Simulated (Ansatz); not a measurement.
The reference is InP in the zinc blende structure (space group F-43m, No. 216).

```cif
data_InP
_chemical_formula_sum 'In1 P1'
_space_group_name_H-M_alt 'P 1'
_space_group_IT_number 1
_cell_length_a 4.12025
_cell_length_b 4.12025
_cell_length_c 4.12025
_cell_angle_alpha 60.000
_cell_angle_beta 60.000
_cell_angle_gamma 60.000
loop_
_space_group_symop_operation_xyz
  'x, y, z'
loop_
_atom_site_label
_atom_site_type_symbol
_atom_site_fract_x
_atom_site_fract_y
_atom_site_fract_z
_atom_site_occupancy
In1 In 0.00000 0.00000 0.00000 1
P1 P 0.25000 0.25000 0.25000 1
```

Calculations: LDA (Ansatz, an electronic-structure program), no SOC.

Before the change:

- Electron mass: 0.046 mₑ (at Γ)

The change: the cell is scaled by 0.9950 in all directions, atoms relaxed at fixed cell.

Question: Estimate the effect on the electron mass.

Answer: The electron mass goes from 0.046 mₑ (at Γ) to 0.052 mₑ (at Γ).

Question: Estimate the effect on the mean gap deformation potential ΔEg/Δln V.

Answer: The mean gap deformation potential ΔEg/Δln V is -5.4 eV.

Question: What does the calculation give for the energy relative to the base after the change?

Answer: The energy goes up by 1.3 meV/atom.

The cells carry an imposed strain or load. Masses are band curvatures over ±0.01 Å⁻¹ around the edge. No phonon test of stability was made.
